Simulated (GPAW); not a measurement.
# GPAW run on BN (F-43m, 2 atoms in the cell): self-consistent single point

Computed with PBE, GPAW PAW datasets PBE (gpaw-data 1.0.1) (plane waves; GPAW).

Input as run:

```python
from ase import Atoms
from ase.units import GPa
from gpaw import GPAW, PW, FermiDirac

atoms = Atoms(['B', 'N'],
              cell=[[0.000000, 1.798462, 1.798462],
                    [1.798462, 0.000000, 1.798462],
                    [1.798462, 1.798462, 0.000000]],
              scaled_positions=[[0.000000, 0.000000, 0.000000],
                                [0.250000, 0.250000, 0.250000]],
              pbc=True)

calc = GPAW(mode=PW(950),
            xc='PBE',
            kpts={'size': (10, 10, 10), 'gamma': True},
            occupations=FermiDirac(0.02),
            nbands=-6,
            convergence={'bands': -4},
            symmetry={'symmorphic': False, 'tolerance': 0.0005},
            maxiter=150,
            txt='-')

atoms.calc = calc

energy = atoms.get_potential_energy()
print('Energy (eV):', round(energy, 6))
forces = atoms.get_forces()
print('Forces (eV/Ang):')
print(forces.round(5))
stress = atoms.get_stress()
print('Stress (GPa, Voigt):', (stress / GPa).round(4))
```

Output, abridged:

```
Input parameters:
  convergence: {bands: -4}
  kpts: {gamma: True,
         size: (10, 10, 10)}
  maxiter: 150
  mode: {ecut: 950.0,
         name: pw}
  nbands: -6
  occupations: {fixmagmom: False,
                name: fermi-dirac,
                width: 0.02}
  symmetry: {symmorphic: False,
             tolerance: 0.0005}
  xc: PBE

species:
  B:
    name: Boron
    Z: 5.0
    valence: 3
    core: 2
    charge: 0.0
    file: B.PBE.gz

    # Using partial waves for B as LCAO basis

  N:
    name: Nitrogen
    Z: 7.0
    valence: 5
    core: 2
    charge: 0.0
    file: N.PBE.gz

    # Using partial waves for N as LCAO basis

Reference energy: -2151.211071  # eV

Spin-paired calculation

Convergence criteria:
 Maximum [total energy] change in last 3 cyles: 0.0005 eV / valence electron
 Maximum integral of absolute [dens]ity change: 0.0001 electrons / valence electron
 Maximum integral of absolute [eigenst]ate change: 4e-08 eV^2 / valence electron
 Maximum number of scf [iter]ations: 150

Symmetries present (total): 24
Symmetries with fractional translations: 0
1000 k-points: 10 x 10 x 10 Monkhorst-Pack grid + [1/20,1/20,1/20]
47 k-points in the irreducible part of the Brillouin zone
       k-points in crystal coordinates                weights
   0:     0.00000000    0.00000000    0.00000000          1/1000
   1:     0.10000000    0.10000000    0.00000000          6/1000
   2:     0.10000000    0.10000000    0.10000000          8/1000
   [... 7 lines left out ...]
          ...
  46:     0.50000000    0.50000000    0.50000000          4/1000

Wave functions: Plane wave expansion
  Cutoff energy: 950.000 eV
  Number of coefficients (min, max): 749, 785
  Pulay-stress correction: 0.000000 eV/Ang^3 (de/decut=0.000000)

Occupation numbers: Fermi-Dirac:
  width: 0.0200  # eV

Eigensolver

Densities:
  Coarse grid: 20*20*20 grid
  Fine grid: 40*40*40 grid
  Total Charge: 0.000000

Density mixing:
  Method: separate
  Backend: pulay
  Linear mixing parameter: 0.05
  old densities: 5
  Damping of long wavelength oscillations: 50

Hamiltonian:
  XC and Coulomb potentials evaluated on a 40*40*40 grid
  External potential:
    NoExternalPotential

XC parameters: PBE with 2 nearest neighbor stencil

Number of atoms: 2
Number of atomic orbitals: 8
Number of bands in calculation: 10
Number of valence electrons: 8
Bands to converge: 6

Density initialized from atomic densities
  8 bands from LCAO basis set
  2 bands from random numbers

Atomic positions and initial magnetic moments

Positions:
   0 B      0.000000    0.000000    0.000000    ( 0.0000,  0.0000,  0.0000)
   1 N      0.899231    0.899231    0.899231    ( 0.0000,  0.0000,  0.0000)

Unit cell:
           periodic     x           y           z      points  spacing
  1. axis:    yes    0.000000    1.798462    1.798462    20     0.1038
  2. axis:    yes    1.798462    0.000000    1.798462    20     0.1038
  3. axis:    yes    1.798462    1.798462    0.000000    20     0.1038

  Lengths:   2.543409   2.543409   2.543409
  Angles:   60.000000  60.000000  60.000000

Effective grid spacing dv^(1/3) = 0.1133

     iter     time        total  log10-change:
                         energy   eigst   dens
iter:   1 --:--:--   -18.365079   +1.06
iter:   2 --:--:--   -18.189947   -0.58  -0.76
iter:   3 --:--:--   -17.544094   -1.15  -0.80
iter:   4 --:--:--   -17.534303   -2.46  -1.17
iter:   5 --:--:--   -17.510351   -1.79  -1.26
iter:   6 --:--:--   -17.510417   -3.21  -2.08
iter:   7 --:--:--   -17.508822c  -3.37  -2.11
iter:   8 --:--:--   -17.508805c  -5.35  -3.14
iter:   9 --:--:--   -17.508802c  -5.88  -3.51
iter:  10 --:--:--   -17.508804c  -6.58  -3.59
iter:  11 --:--:--   -17.508804c  -8.23c -4.93c

Converged after 11 iterations.

Dipole moment: (-1.709565, -1.709565, -1.709565) |e|*Ang

Energy contributions relative to reference atoms: (reference = -2151.211071)

Kinetic:        +17.961485
Potential:      -16.901885
External:        +0.000000
XC:             -18.696127
Entropy (-ST):   -0.000000
Local:           +0.127723
SIC:             +0.000000
--------------------------
Free energy:    -17.508804
Extrapolated:   -17.508804

Showing only first 2 kpts
 Kpt  Band  Eigenvalues  Occupancy
  0     2     10.31127    2.00000
  0     3     10.31128    2.00000
  0     4     19.21400    0.00000
  0     5     19.21400    0.00000

  1     2      9.53856    2.00000
  1     3      9.53856    2.00000
  1     4     18.75254    0.00000
  1     5     20.26196    0.00000

Fermi level: 11.31695

Gap: 4.487 eV
Transition (v -> c):
  (s=0, k=0, n=3, [0.00, 0.00, 0.00]) -> (s=0, k=41, n=4, [0.50, 0.50, 0.00])
Direct/indirect transitions are different
Direct gap: 8.903 eV
Transition at: (s=0, k=0, n=3, [0.00, 0.00, 0.00])
Energy (eV): -17.508804

Forces in eV/Ang:
  0 B    -0.00000    0.00000    0.00000
  1 N    -0.00000    0.00000    0.00000

Stress tensor:
    -0.055308     0.000000    -0.000000
     0.000000    -0.055308     0.000000
    -0.000000     0.000000    -0.055308
Stress (GPa, Voigt): [-8.8613 -8.8613 -8.8613  0.     -0.      0.    ]
```

The run converged in 11 iterations. GPAW prints stress with tension positive.

At such cutoffs GPAW's stress carries a finite-basis (Pulay) error, which enters relaxed cells too; its log prints stress with tension positive.

The starting cell has typed, rounded lattice constants, without a prior relaxation at this level. Its lattice was rescaled by up to half a per cent.
